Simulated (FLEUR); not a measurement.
FLEUR run on CdO (Fm-3m, 2 atoms in the cell): self-consistent single point.

Level of theory: FLEUR with RPBE, all-electron FLAPW (FLEUR), scalar-relativistic valence.

```yaml
crystal:
  lattice:
    - [0.00000, 2.36099, 2.36099]
    - [2.36099, 0.00000, 2.36099]
    - [2.36099, 2.36099, 0.00000]
  atoms:
    - { symbol: Cd, position: [0.00000, 0.00000, 0.00000] }
    - { symbol: O, position: [0.50000, 0.50000, 0.50000] }
```

Reference input (self-consistent single point, DFT, LDA (Vosko-Wilk-Nusair), all-electron FLAPW (FLEUR), scalar-relativistic valence): Kmax = 4 1/bohr; GmaxXC = 16 1/bohr; xcFunctional = vwn; jspins = 1; l_soc = F; mode = hist; fermiSmearingEnergy = 0.00183747 Htr; mesh (inpgen div1-3) = 12 12 12; inpgen gamma flag = true; Gmax = 16 1/bohr; numbands = 0; maxIterBroyd = 15. This run's input differs from it in these lines:

```diff
@@ -14,3 +14,3 @@
 &comp jspins=1 /
-&exco xctyp='vwn' /
+&exco xctyp='Rpbe' /
 &kpt div1=12 div2=12 div3=12 gamma=t /
@@ -27,3 +27,3 @@
       <coreElectrons ctail="T" frcor="F" kcrel="0" coretail_lmax="0"/>
-      <xcFunctional name="vwn" relativisticCorrections="F"/>
+      <xcFunctional name="Rpbe" relativisticCorrections="F"/>
       <magnetism jspins="1"/>
```

Log, with long lists cut:

```
 Iteration:     1   Distance:      22.26867702 me/bohr^3
 Iteration:     2   Distance:      18.70129431 me/bohr^3
 Iteration:     3   Distance:       7.84440808 me/bohr^3
 Iteration:     4   Distance:       6.80136185 me/bohr^3
 Iteration:     5   Distance:       1.84457621 me/bohr^3
   [... 6 lines left out ...]
 Iteration:    12   Distance:       0.00156315 me/bohr^3
 Iteration:    13   Distance:       0.00012375 me/bohr^3
 Iteration:    14   Distance:       0.00020986 me/bohr^3
 Iteration:    15   Distance:       0.00000918 me/bohr^3
 Run finished successfully
 Stop message:
   Structural relaxation: Done

[file out, last iteration]
             iter=     16
[...]
          total density-effective poten   -9.3337294827E+03
          total charge density-energy d   -1.6376501033E+02
 Updated energy parameters for spin:           1
[...]
 fermi energy and band-weighting factors:
    0.884976    0.928621    0.928621

[...]
FERMIE:
          first approx. to ef    (T=0)  :   0.253822 htr   (energy of the highest occ. eigenvalue)
          number of occ. states  (T=0)  :        865
          first approx. to seigv (T=0)  : -11.613548 htr
          sum of weights of occ. states :  12.000579
          sum of semicore charge        :   0.000000 e
FERHIS:  Fermi-Energy by histogram:
          bandgap                     :   0.017729 htr
   [... lines left out ...]
          charge neutrality (T=0)     :   0.001157    (zero if the highest occ. eigenvalue is "entirely" occupied)
     EF_NEWTON:  Adjust Fermi-Energy by Newton-Method.
 Direct bandgap for spin            1 :    6.2219629398394927E-002  Htr
 ---->    free energy=                     -5671.6320205499 htr
   [... lines left out ...]
      extrapolation for T->0
 ---->    total electron energy=           -5671.6320142711 htr
 ***** TOTAL FORCES ON ATOMS *****
 TOTAL FORCE FOR ATOM TYPE=  1  X=  0.000   Y=  0.000   Z=  0.000
                       FX_TOT= 0.000000 FY_TOT= 0.000000 FZ_TOT= 0.000000
 TOTAL FORCE FOR ATOM TYPE=  2  X=  4.462   Y=  4.462   Z=  4.462
                       FX_TOT= 0.000000 FY_TOT= 0.000000 FZ_TOT= 0.000000
 Structural relaxation: Done
```

The run converged in 15 iterations. FLEUR gives forces in its relaxation mode, with a further iteration, so its stop message speaks of a relaxation. 

The starting cell comes from a database of computed structures (which also holds hypothetical and non-ambient phases and stackings), without a prior relaxation at this level. Values depend on the basis (sphere radii, cutoffs, local orbitals), which need not be converged. No gap is read from this output. The log's line on a gap gives a spacing of levels on this mesh, which the program prints for metals too.

Cost on one core of a shared machine: roughly 70 s.
